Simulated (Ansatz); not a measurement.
System: LaTiO₂N (I2₁2₁2₁, No. 24, 10 atoms in the cell; start mp-1222738). Method: r²SCAN+rVV10 (Ansatz, a program for electronic structure, plane waves, PAW).

Numerical settings: plane-wave cutoff 560 eV, 8×8×8 k mesh, Fermi–Dirac smearing 0.01 eV, no spin polarisation, scalar-relativistic PAW data made under PBE.

Cell (relaxed at this level):

Space group I2₁2₁2₁ (No. 24); a = 5.597 Å, b = 5.618 Å, c = 7.755 Å, α = 90.00°, β = 90.00°, γ = 90.00°

```json
[
 {"atom": "La", "site": "4b", "symmetry": ".2.", "x": "0.2500", "y": "0.5065", "z": "0.0000"},
 {"atom": "Ti", "site": "4a", "symmetry": "2..", "x": "0.2693", "y": "0.0000", "z": "0.2500"},
 {"atom": "N", "site": "4c", "symmetry": "..2", "x": "0.0000", "y": "0.2500", "z": "0.7151"},
 {"atom": "O", "site": "4b", "symmetry": ".2.", "x": "0.2500", "y": "0.0721", "z": "0.0000"},
 {"atom": "O", "site": "4c", "symmetry": "..2", "x": "0.0000", "y": "0.2500", "z": "0.2930"}
]
```
(The calculation used a cell of 10 atoms; values per cell refer to that cell.)

Question: Predict the band gap, smallest direct gap on the k points sampled and direct gap at Γ.

Answer: 
* **band gap**: 1.60 eV
* **smallest direct gap on the k points sampled**: 1.64 eV
* **direct gap at Γ**: 1.65 eV

Spin–orbit coupling is not included.

Static lattice: no zero-point or thermal effects.

A start named mp-… is a Materials Project structure, which need not be a measured phase.
